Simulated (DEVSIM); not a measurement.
Structure: Pt/HfO2/SiO2/p-Si capacitor, at 300 K.

```csv
layer (left to right),material,thickness (nm),Na (cm⁻³)
1,HfO2,4.30,-
2,SiO2,0.800,-
3,Si,2100,7.5e16
```

Metal gate on the left, work function 5.6 eV. Fixed charge at the semiconductor interface 2.7e12 cm⁻² (in units of +e); interface traps 1e10 cm⁻² eV⁻¹, uniform in energy, neutral level at 0.3 of the gap above the valence band.

This is a model device: material constants are rounded textbook-type values typed into the input, and sizes, dopings and lifetimes were drawn at random. Values at 300 K.

| parameter | HfO2 | SiO2 | Si |
|---|---|---|---|
| gap (eV) | 5.7 | 9 | 1.124 |
| affinity (eV) | 2.5 | 0.9 | 4.05 |
| permittivity | 22 | 3.9 | 11.7 |
| Nc (cm⁻³) | - | - | 2.86e19 |
| Nv (cm⁻³) | - | - | 3.1e19 |

DEVSIM, 1D Poisson equation in equilibrium, Boltzmann statistics, complete ionisation; no quantum confinement or tunnelling. Metal contacts follow the ideal Schottky-Mott rule: no Fermi-level pinning, no interface dipoles.

Give the band bending (positive: bands bend down) and minority sheet density.


```
Vg (V)  ψs (V)  minority carriers (cm⁻²)
------  ------  ------------------------
0       -0.155                     < 1e8
0.3     -0.057                     < 1e8
0.6      0.186                     < 1e8
0.9      0.467                     < 1e8
1.2      0.753                     1.4e9
1.5      0.948                    1.4e12
```
